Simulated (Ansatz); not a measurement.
# A computed series for WSe2: pressure series

Consider WSe$_{2}$ in the 2H-MoS2 type structure (space group P6_3/mmc, No. 194; layered, stacked along the Cartesian z axis).

```
CELL_PARAMETERS angstrom
      3.27906     0.00000     0.00000
     -1.63953     2.83975     0.00000
      0.00000     0.00000    12.78607
ATOMIC_POSITIONS crystal
  W  0.33333 0.66667 0.25000
  W  0.66667 0.33333 0.75000
  Se 0.33333 0.66667 0.61827
  Se 0.66667 0.33333 0.11827
  Se 0.66667 0.33333 0.38173
  Se 0.33333 0.66667 0.88173
```

Cell and atoms are relaxed at each pressure.

Level of theory: plane-wave PAW DFT at the PBE-D3(BJ) level (Ansatz, an electronic-structure program, 420 eV), no SOC.

Candidates:
(a) pressure −2 GPa
(b) pressure 5 GPa
(c) pressure 0.3 GPa
(d) pressure 1.5 GPa
(e) pressure 3 GPa

Base values:

The band gap is 0.87 eV.

Q: Order them by band gap, lowest first.

A: (b) pressure 5 GPa (0.63 eV), (e) pressure 3 GPa (0.71 eV), (d) pressure 1.5 GPa (0.78 eV), (c) pressure 0.3 GPa (0.85 eV), (a) pressure −2 GPa (1.08 eV)

Spin-orbit coupling, missing from the scalar runs, can matter with W. Load acts through the strain it causes; cell and atoms are relaxed under it. Whether these cells are dynamically stable was not tested. No other phases were tried under pressure.
